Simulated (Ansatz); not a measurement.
HgS under a change: pressure 15 GPa

The reference is HgS in the zinc blende structure (space group F-43m, No. 216; a = 5.992 Å).

Now apply this change: cell and atoms relaxed at a pressure of 15 GPa.

Computed with DFT with PBE, PAW potentials and a 420 eV plane-wave cutoff in Ansatz (a program for electronic structure), no spin-orbit coupling. Settings: 10×10×10 k-points, 0.05 eV Fermi–Dirac smearing.

The volume per atom drops by 4.605 Å³, from 26.89 Å³ to 22.28 Å³ and the density grows by 1.485 g/cm³ (7.18 g/cm³ → 8.67 g/cm³). The lattice parameter a drops by 0.364 Å, from 5.992 Å to 5.628 Å and the enthalpy H = E + PV relative to the base's energy is +2.27 eV/atom. The band gap remains zero.

Final structure:

```xyz
2
Lattice="0.0000 2.8139 2.8139 2.8139 0.0000 2.8139 2.8139 2.8139 0.0000" Properties=species:S:1:pos:R:3 pbc="T T T"
Hg     0.0000     0.0000     0.0000
S      1.4070     1.4070     1.4070
```

With Hg present, leaving out spin-orbit coupling can change the band edges. Load acts through the strain it causes; cell and atoms are relaxed under it. Whether these cells are dynamically stable was not tested. Tetrahedral semiconductors of this kind turn to denser phases somewhere between about 1 and 50 GPa; those were not computed, so compressed cells here can lie past the real transition. The final runs are not spin-polarised. A zero or small gap of HgS can be the functional's error rather than a property of the material.
